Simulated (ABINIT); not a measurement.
Input and output of a self-consistent single point for Al (Fm-3m, 1 atom in the cell) (ABINIT).

Level of theory: PBE, norm-conserving pseudopotentials (PseudoDojo nc-sr-05 PBE standard) (plane waves; ABINIT 10.0.3).

The change in words: lattice scaled by 0.98. Reference geometry:
```
CELL_PARAMETERS angstrom
      0.00000     2.01522     2.01522
      2.01522     0.00000     2.01522
      2.01522     2.01522     0.00000
ATOMIC_POSITIONS crystal
  Al 0.00000 0.00000 0.00000
```

Reference input (self-consistent single point, DFT, PBE, plane waves, norm-conserving pseudopotentials (PseudoDojo nc-sr-05 PBE standard)): pseudos = [Al.upf]; ecut = 40 Ry; ixc = 11; occopt = 3; tsmear = 0.00367493 Ha; ngkpt = 10 10 10; nshiftk = 1; shiftk = 0 0 0; potentials = PseudoDojo nc-sr-05 PBE standard; nband = 7; kptopt = 1; nstep = 100. This run's input differs from it in these lines:

```diff
@@ -3,7 +3,7 @@
 pseudos "Al.upf"
-acell 2.8499571120 2.8499571120 2.8499571120 Angstrom
+acell 2.7929586486 2.7929586486 2.7929586486 Angstrom
 rprim
-        -0.0000000000    0.7071067812    0.7071067812
+         0.0000000000    0.7071067812    0.7071067812
          0.7071067812   -0.0000000000    0.7071067812
-         0.7071067812    0.7071067812   -0.0000000000
+         0.7071067812    0.7071067812    0.0000000000
 natom 1
```

Output, abridged:

```
--- !BeginCycle
solver: {iscf: 7, nstep: 100, nline: 4, wfoptalg: 0, }
tolerances: {tolvrs: 1.00E-12, }
...

     iter   Etot(hartree)      deltaE(h)  residm     vres2
 ETOT  1  -2.3154632345214    -2.315E+00 5.882E-02 1.046E+00
 ETOT  2  -2.3166591917971    -1.196E-03 5.420E-02 4.018E-02
 ETOT  3  -2.3166632031950    -4.011E-06 3.637E-03 3.318E-04
 ETOT  4  -2.3166632548383    -5.164E-08 3.179E-03 7.259E-07
 ETOT  5  -2.3166632549264    -8.811E-11 2.682E-04 5.800E-09
 ETOT  6  -2.3166632549274    -9.144E-13 5.303E-04 1.633E-11
 ETOT  7  -2.3166632549274    -8.882E-16 2.310E-04 7.900E-14
 At SCF step    7       vres2   =  7.90E-14 < tolvrs=  1.00E-12 =>converged.

 Cartesian components of stress tensor (hartree/bohr^3)
  sigma(1 1)= -1.94972328E-04  sigma(3 2)=  0.00000000E+00
  sigma(2 2)= -1.94972328E-04  sigma(3 1)=  0.00000000E+00
  sigma(3 3)= -1.94972328E-04  sigma(2 1)=  0.00000000E+00

 ----iterations are completed or convergence reached----

 reduced coordinates (array xred) for    1 atoms
       0.000000000000      0.000000000000      0.000000000000
 cartesian forces (eV/Angstrom) at end:
    1     -0.00000000000000    -0.00000000000000    -0.00000000000000
 frms,max,avg= 0.0000000E+00 0.0000000E+00   0.000E+00  0.000E+00  0.000E+00 e/A
 length scales=  5.277926946328  5.277926946328  5.277926946328 bohr
              =  2.792958648600  2.792958648600  2.792958648600 angstroms
   [... lines left out ...]
 Fermi (or HOMO) energy (hartree) =   0.28252   Average Vxc (hartree)=  -0.37252
 Fermi (or HOMO) energy (eV) =   7.68785   Average Vxc (eV)= -10.13666
   [... lines left out ...]
total_energy        : -2.31666325492736E+00
total_energy_eV     : -6.30396131041854E+01
band_energy         :  3.28018443336706E-01
...

-Cartesian components of stress tensor (GPa)         [Pressure=  5.7363E+00 GPa]
- sigma(1 1)= -5.73628297E+00  sigma(3 2)=  0.00000000E+00
- sigma(2 2)= -5.73628297E+00  sigma(3 1)=  0.00000000E+00
- sigma(3 3)= -5.73628297E+00  sigma(2 1)=  0.00000000E+00

 Calculation completed.
```

The run converged in 7 iterations. Against the reference run the free energy rises by 17.5 meV/atom and the pressure goes from 0.37 to 5.74 GPa.

The starting cell comes from a database of computed structures (which also holds hypothetical and non-ambient phases and stackings), without a prior relaxation at this level. Its lattice was rescaled by a random factor within 2.5 % of one. For this run, on top of that: lattice scaled by 0.98. With a pressure of about 6 GPa the cell is away from its equilibrium volume at this level.
